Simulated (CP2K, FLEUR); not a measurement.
A FLEUR input for a self-consistent single point of GaP (F-43m, 2 atoms in the cell) (DFT, PBE, all-electron FLAPW (FLEUR), scalar-relativistic valence):

Input of the input generator:

```
scf GaP
&input film=f /
-0.0000000000 5.0465136158 5.0465136158
5.0465136158 -0.0000000000 5.0465136158
5.0465136158 5.0465136158 -0.0000000000
1.0
1.0 1.0 1.0

2
31 0.0000000000 0.0000000000 0.0000000000
15 0.2500000000 0.2500000000 0.2500000000

&comp jspins=1 /
&kpt div1=5 div2=5 div3=5 /
&end /
```

```xml
<?xml version="1.0" encoding="UTF-8" standalone="no"?>
<fleurInput fleurInputVersion="0.39">
   <comment>
      scf GaP                                                                                             
   </comment>
   <calculationSetup>
      <cutoffs Kmax="4.0" Gmax="16.0" GmaxXC="16.0" numbands="0"/>
      <scfLoop itmax="60" minDistance="0.00001" maxIterBroyd="15" imix="Anderson" alpha="0.05" precondParam="0.0" spinf="2.0"/>
      <coreElectrons ctail="T" frcor="F" kcrel="0" coretail_lmax="0"/>
      <xcFunctional name="pbe" relativisticCorrections="F"/>
      <magnetism jspins="1"/>
      <soc l_soc="F" theta="0.0" phi="0.0" spav="F"/>
      <expertModes spex="0" secvar="F"/>
      <geometryOptimization l_f="T" forcealpha="1.0" forcemix="BFGS" epsdisp="0.00001" epsforce="0.00001"/>
      <ldaU l_linMix="F" mixParam="0.05" spinf="1.0"/>
   </calculationSetup>
   <cell>
      <bzIntegration valenceElectrons="18.0" mode="hist" fermiSmearingEnergy="0.00036749">
         <kPointListSelection listName="default-1"/>
         <!-- k-points included here -->
         <xi:include xmlns:xi="http://www.w3.org/2001/XInclude" href="kpts.xml"> </xi:include>
      </bzIntegration>
      <!-- symmetry operations included here -->
      <xi:include xmlns:xi="http://www.w3.org/2001/XInclude" href="sym.xml"> </xi:include>
      <bulkLattice scale="1.0">
         <bravaisMatrix>
            <row-1>    0.0000000000000000     5.0465136158000004     5.0465136158000004</row-1>
            <row-2>    5.0465136158000004     0.0000000000000000     5.0465136158000004</row-2>
            <row-3>    5.0465136158000004     5.0465136158000004     0.0000000000000000</row-3>
         </bravaisMatrix>
      </bulkLattice>
   </cell>
   <atomSpecies>
      <species name="Gallium (Ga)" element="Ga" atomicNumber="31">
         <mtSphere radius="2.47" gridPoints="869" logIncrement="0.014"/>
         <atomicCutoffs lmax="10" lnonsphr="8"/>
         <electronConfig flipSpins="F">
            <coreConfig>(1s1/2) (2s1/2) (2p1/2) (2p3/2) (3s1/2) (3p1/2) (3p3/2)</coreConfig>
            <valenceConfig>(4s1/2) (3d3/2) (3d5/2) (4p1/2) (4p3/2)</valenceConfig>
            <stateOccupation state="(4p1/2)" spinUp="0.1666666666667" spinDown="0.1666666666667"/>
            <stateOccupation state="(4p3/2)" spinUp="0.3333333333333" spinDown="0.3333333333333"/>
         </electronConfig>
         <energyParameters s="4" p="4" d="3" f="4"/>
         <lo type="HELO" l="2" n="4" eDeriv="0"/>
      </species>
      <species name="Phosphorous (P)" element="P" atomicNumber="15">
         <mtSphere radius="1.61" gridPoints="569" logIncrement="0.02"/>
         <atomicCutoffs lmax="6" lnonsphr="4"/>
         <electronConfig flipSpins="F">
            <coreConfig>(1s1/2) (2s1/2) (2p1/2) (2p3/2)</coreConfig>
            <valenceConfig>(3s1/2) (3p1/2) (3p3/2)</valenceConfig>
            <stateOccupation state="(3p1/2)" spinUp="0.5" spinDown="0.5"/>
            <stateOccupation state="(3p3/2)" spinUp="1.0" spinDown="1.0"/>
         </electronConfig>
         <energyParameters s="3" p="3" d="3" f="4"/>
      </species>
   </atomSpecies>
   <atomGroups>
      <atomGroup species="Gallium (Ga)">
         <relPos label="                   1">.0000000000 .0000000000 .0000000000</relPos>
         <force calculate="T" relaxXYZ="TTT"/>
      </atomGroup>
      <atomGroup species="Phosphorous (P)">
         <relPos label="                   2">1.000/4.000 1.000/4.000 1.000/4.000</relPos>
         <force calculate="T" relaxXYZ="TTT"/>
      </atomGroup>
   </atomGroups>
   <output dos="F" band="F" slice="F">
      <checks vchk="F" cdinf="F"/>
      <bandDOS minEnergy="-.5*Htr" maxEnergy="0.5*Htr" sigma="0.015" storeEVData="T"/>
      <vacuumDOS vacdos="F" integ="F" star="F" nstars="0" locx1="0.0" locy1="0.0" locx2="0.0" locy2="0.0" nstm="0" tworkf="0.0"/>
      <unfoldingBand unfoldBand="F" supercellX="1" supercellY="1" supercellZ="1"/>
      <plotting iplot="0" polar="F">
         <plot TwoD="T" vec1="  1.0  0.0  0.0" vec2="  0.0  1.0  0.0" vec3="  0.0  0.0  1.0" zero="  0.0  0.0  0.0" file="plot"/>
      </plotting>
      <chargeDensitySlicing numkpt="0" minEigenval="0.0" maxEigenval="0.0" nnne="0" pallst="F"/>
      <specialOutput eonly="F"/>
      <magneticCircularDichroism mcd="F" energyLo="-10.0" energyUp="0.0"/>
   </output>
  <!-- We include the file relax.xml here to enable relaxations (see documentation) -->
  <xi:include xmlns:xi="http://www.w3.org/2001/XInclude" href="relax.xml"> <xi:fallback/> </xi:include>
</fleurInput>
```

Write the same calculation as an input for CP2K.

This is the input that was run; spellings and numerical settings could be chosen otherwise.

```
&GLOBAL
  PROJECT scf
  RUN_TYPE ENERGY_FORCE
  PRINT_LEVEL LOW
&END GLOBAL
&FORCE_EVAL
  METHOD Quickstep
  STRESS_TENSOR ANALYTICAL
  &DFT
    BASIS_SET_FILE_NAME BASIS_MOLOPT
    POTENTIAL_FILE_NAME GTH_POTENTIALS
    &QS
      METHOD GPW
      EPS_DEFAULT 1E-10
    &END QS
    &MGRID
      CUTOFF 600
      REL_CUTOFF 50
      NGRIDS 5
    &END MGRID
    &SCF
      SCF_GUESS ATOMIC
      EPS_SCF 1E-6
      MAX_SCF 100
      ADDED_MOS 4
      &DIAGONALIZATION
        ALGORITHM STANDARD
      &END DIAGONALIZATION
      &MIXING
        METHOD BROYDEN_MIXING
        ALPHA 0.3
        NBUFFER 10
        BETA 1
      &END MIXING
      &SMEAR ON
        METHOD FERMI_DIRAC
        ELECTRONIC_TEMPERATURE [K] 116.05
      &END SMEAR
    &END SCF
    &KPOINTS
      SCHEME MONKHORST-PACK 5 5 5
    &END KPOINTS
    &XC
      &XC_FUNCTIONAL PBE
      &END XC_FUNCTIONAL
    &END XC
    &PRINT
      &MO
        EIGENVALUES T
        OCCUPATION_NUMBERS T
        NDIGITS 8
        FILENAME mo
        &EACH
          QS_SCF 0
        &END EACH
        ADD_LAST NUMERIC
      &END MO
      &MULLIKEN OFF
      &END MULLIKEN
    &END PRINT
  &END DFT
  &SUBSYS
    &CELL
      ABC 3.77665700 3.77665733 3.77665764
      ALPHA_BETA_GAMMA 59.99999883 59.99999689 59.99999416
      PERIODIC XYZ
    &END CELL
    &COORD
      Ga       0.00000000     0.00000000     0.00000000
      P        1.88832875     1.09022700     0.77090700
    &END COORD
    &KIND Ga
      BASIS_SET DZVP-MOLOPT-SR-GTH-q13
      POTENTIAL GTH-PBE-q13
    &END KIND
    &KIND P
      BASIS_SET DZVP-MOLOPT-SR-GTH-q5
      POTENTIAL GTH-PBE-q5
    &END KIND
  &END SUBSYS
  &PRINT
    &FORCES ON
    &END FORCES
    &STRESS_TENSOR ON
    &END STRESS_TENSOR
  &END PRINT
&END FORCE_EVAL
```

Basis settings and potentials, where a program has them, do not carry over. This input uses DFT PBE, GPW, DZVP-MOLOPT-SR-GTH basis, GTH-PBE potentials (GTH_POTENTIALS).

The starting cell has typed, rounded lattice constants, without a prior relaxation at this level. For this run, on top of that: lattice scaled by 0.98.
